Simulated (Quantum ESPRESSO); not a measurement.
Quantum ESPRESSO 7.5, DFT, PBE, plane waves, SSSP 1.1.2 efficiency PBE: cubic perovskite SrTiO3 (SrTiO3), 5 atoms. Basis and mesh were picked for this test and aren't claimed converged.

| Quantity | Value |
|---|---|
| cell | 3.90, 3.90, 3.90 Å; 90, 90, 90° |
| task | scf |
| k mesh | 8×8×8 |
| ecutwfc | 45 Ry |
| ecutrho | 360 Ry |
| occupations | fixed |
| conv_thr | 5e-09 Ry |
| tprnfor | true |
| tstress | false |
| k-point pools (-nk) | 8 |
| diagonalization | david (default) |
| mixing_mode | plain (default) |
| mixing_beta | 0.7 (default) |
| mixing_ndim | 8 (default) |
| k-points computed | 35 |
| bands | 20 |
| electrons | 40 |
| G-vectors of the density | 46297 |
| FFT grid | 45×45×45 |
| symmetry operations | 48 |

Machine A. Hardware: AMD EPYC (Zen 5), 96 cores on 1 socket, no SMT, 12 L3 cache groups.

Machine B. Hardware: Intel Xeon 6 (Granite Rapids), 96 cores on 1 socket, 2 hardware threads a core, 3 L3 cache groups, 3 NUMA nodes.

Each time is the median wall time of two to five repeats, run one at a time on the otherwise empty machine; start-up is included. Unless noted, each process is bound to its own block of adjacent cores. The times hold for this build (conda-forge: Open MPI 5.0, OpenMP, OpenBLAS 0.3.34 (pthreads), FFTW, ScaLAPACK, ELPA). Scratch files lie in a memory file system.

On machine A:

| run | wall time on A |
|---|---|
| 16 ranks | 2.4 s |
| 8 ranks | 4.4 s |
| 16 ranks, unpinned | 2.3 s |
| 8 ranks, spread over cache groups | 3.8 s |
| 16 ranks, spread over cache groups | 2.3 s |

### Question
How long do the same runs take on the second machine?

### Answer
```tsv
run	A	B	B over A
16 ranks	2.4 s	2.9 s	1.2
8 ranks	4.4 s	4.7 s	1.1
16 ranks, unpinned	2.3 s	2.8 s	1.2
8 ranks, spread over cache groups	3.8 s	4.6 s	1.2
16 ranks, spread over cache groups	2.3 s	2.9 s	1.2
```

B takes 1.1 to 1.2 times the time of A. The shortest run is 16 ranks, unpinned on both, with others too close to call.
